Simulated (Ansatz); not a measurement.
Abridged Ansatz (a first-principles code) output:

```
Pseudopotential: Sn, paw, valence charge 14
Pseudopotential: Se, paw, valence charge 16
Crystal: 6 atoms, lattice volume = 164.387 Å³
Basis set: ecut = 420 eV, 3233 PW (Γ), exchange–correlation on 90×90×54 points (8 copies of the dense FFT grid, shifted against one another)
Bands: 52, of which v1, the nominal top of the filled ones, is band 46 counted from 1 (45 counted from 0)
Symmetry: 16 space group operations
k-points: 70 of 588
Functional: x = pbesol(κ = 0.804, μ = 0.12345679012345678), c = pbesol(β = 0.046)
SCF iter   1: F=—  HF=-33597.208568 eV  |F-HF|=—  |Δ(HF+E_count)|=         —  Δρ=2.32e-3  dr2=1.07e-2  ethr=1.77e-3  ⟨swp⟩=6.4  Hψ=13904  notcnv=0  defer=2
SCF iter   2: F=—  HF=-33597.204349 eV  |F-HF|=—  |Δ(HF+E_count)|=   4.22e-3  Δρ=1.25e-3  dr2=2.39e-3  ethr=1.16e-5  ⟨swp⟩=2.0  Hψ=7954  notcnv=0  defer=26
SCF 1 converged in 8 iterations: F = -33597.202431 eV  dr2 = 5.90e-11
SCF converged after 8 iterations
Free energy (F): -33597.202431 eV
Internal energy: -33597.192780 eV  (E = F + TS)
E sigma→0 (E₀):  -33597.197605 eV
Entropy (-TS):   -0.009651 eV (-1.608 meV/atom)
Fermi energy:    7.490433 eV
--- Forces (eV/Å), atoms counted from 1 ---
  atom   1  Sn     0.00000000    -0.00000000     0.00000000
  atom   2  Sn     0.00000000     0.00000000     0.00000000
  atom   3  Se     0.00000058     0.00000058     0.00000000
  atom   4  Se     0.00000058    -0.00000058     0.00000000
  atom   5  Se    -0.00000058     0.00000058     0.00000000
  atom   6  Se    -0.00000058    -0.00000058     0.00000000
--- Stress (GPa, compression-positive) ---
       -0.000602       0.000000       0.000000
        0.000000      -0.000602       0.000000
        0.000000       0.000000       0.002562
  P = ⅓ Tr σ = 0.0005 GPa (0.005 kbar)
```

What was computed, and what are the main results?

SnSe2, 6 atoms in the cell, with PBEsol (Ansatz), no SOC. The last SCF converged to F = -33597.202431 eV, or -5599.5337 eV per atom, at a pressure of 0.00 GPa. The total energy compares only with runs of the same code, potentials and settings.

No phonon test of stability was made. The final runs are not spin-polarised. The cell is SnSe2 in the rutile structure (space group P4_2/mnm, No. 136; a hypothetical phase, not in the database extracts checked).
